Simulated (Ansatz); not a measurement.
Ta₂Se (P4/nmm, No. 129) was calculated with LDA (Ansatz, an electronic-structure program, plane waves, PAW).

Numerical settings: plane-wave cutoff 520 eV, 16×16×6 k mesh (along the axes of the cell as run), Fermi–Dirac smearing 0.05 eV, scalar-relativistic PAW data made under PBE.

Computed at the level's own relaxed cell.

Problem. Predict the equilibrium lattice constant a, c axis length and bulk modulus B0.

Solution. 
- equilibrium lattice constant a = 3.333 Å
- c axis length = 9.703 Å
- bulk modulus B0 = 67.9 GPa

The run finds no gap.

Note: the bulk modulus is −V dP/dV from two relaxed cells at ±2 % in volume.

Spin–orbit coupling is not included; it can open a gap where bands touch, and shift volumes and moduli.

The computed numbers hold no vibrational or temperature effects.

Computing time: around 11 core-minutes (rough).
